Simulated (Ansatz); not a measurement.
Levels about the gap of amorphous Si₃₀O₁₂N₃₂ (74 atoms in a cell of 849 Å³, 2.90 g/cm³; zone centre alone, so wide bands show as single levels with stretches between that a denser mesh fills), at the geometry that PBE relaxed, where it gives 3.8 GPa on a denser mesh. The participation number counts the atoms over which a state spreads; weights are charges in smoothed Voronoi cells. The levels come from a single point, so bond lengths are those of that geometry. Method of the levels: PBE, scalar-relativistic without spin-orbit coupling (Ansatz, an electronic-structure program). Sampling: the zone centre alone; Fermi-Dirac width 0.02 eV; no spin polarisation. At PBE the levels at the filled edge of the gap are localised (band-tail or defect states), and the nearest spread-out levels lie 3.7 eV apart at the zone centre.

A CHGNet melt-quench gave the starting glass, which DFT then relaxed. O and N atoms were pushed apart under 1.9 Å during the dynamics, to hinder bonds among them. It is a model cell: composition and starting density were chosen by hand, and all elements were melted together. No dispersion term was used. Its density started from a set value of 2.90 and ended at 2.90 g/cm³. The simulated quench (nominally 630 K/ps over its main leg) is rapid and tends to freeze in more defects than a deposited or slowly cooled glass has. One small periodic cell is one sample of the glass; other quenches scatter about these values. The volume was held where the preparation left it, at a PBE pressure of 3.8 GPa. Stress components on the final sampling reach 5.9 GPa.

```json
[
 {"E - E(highest filled), eV": "-0.83", "filling": "filled", "participation number": "12.6", "largest on": "N, 2 neighbours", "weight N": "0.85", "weight Si": "0.12", "weight O": "0.03"},
 {"E - E(highest filled), eV": "-0.75", "filling": "filled", "participation number": "10.6", "largest on": "N, 2 neighbours", "weight N": "0.83", "weight Si": "0.13", "weight O": "0.05"},
 {"E - E(highest filled), eV": "-0.66", "filling": "filled", "participation number": "9.9", "largest on": "N, 3 neighbours", "weight N": "0.82", "weight Si": "0.11", "weight O": "0.07"},
 {"E - E(highest filled), eV": "-0.54", "filling": "filled", "participation number": "6.6", "largest on": "N, 2 neighbours", "weight N": "0.84", "weight Si": "0.12", "weight O": "0.04"},
 {"E - E(highest filled), eV": "-0.45", "filling": "filled", "participation number": "10.4", "largest on": "N, 2 neighbours", "weight N": "0.86", "weight Si": "0.11", "weight O": "0.04"},
 {"E - E(highest filled), eV": "-0.30", "filling": "filled", "participation number": "6.9", "largest on": "N, 2 neighbours", "weight N": "0.86", "weight Si": "0.10", "weight O": "0.04"},
 {"E - E(highest filled), eV": "0.00", "filling": "filled", "participation number": "7.1", "largest on": "N, 3 neighbours", "weight N": "0.89", "weight Si": "0.10", "weight O": "0.02"},
 {"E - E(highest filled), eV": "2.82", "filling": "empty", "participation number": "41.9", "largest on": "Si, 5 neighbours", "weight N": "0.43", "weight Si": "0.47", "weight O": "0.10"},
 {"E - E(highest filled), eV": "3.58", "filling": "empty", "participation number": "20.1", "largest on": "Si, 5 neighbours", "weight N": "0.37", "weight Si": "0.55", "weight O": "0.08"},
 {"E - E(highest filled), eV": "3.69", "filling": "empty", "participation number": "30.9", "largest on": "Si, 4 neighbours", "weight N": "0.39", "weight Si": "0.54", "weight O": "0.07"},
 {"E - E(highest filled), eV": "3.87", "filling": "empty", "participation number": "28.0", "largest on": "Si, 4 neighbours", "weight N": "0.39", "weight Si": "0.51", "weight O": "0.10"},
 {"E - E(highest filled), eV": "4.01", "filling": "empty", "participation number": "19.3", "largest on": "Si, 4 neighbours", "weight N": "0.39", "weight Si": "0.53", "weight O": "0.08"},
 {"E - E(highest filled), eV": "4.22", "filling": "empty", "participation number": "36.3", "largest on": "Si, 4 neighbours", "weight N": "0.38", "weight Si": "0.52", "weight O": "0.10"},
 {"E - E(highest filled), eV": "4.29", "filling": "empty", "participation number": "34.0", "largest on": "Si, 4 neighbours", "weight N": "0.38", "weight Si": "0.53", "weight O": "0.09"}
]
```

Most localised among these is the filled level at -0.54 eV, on a N atom, which has 2 neighbours (Si 1.63 Å, Si 1.65 Å).
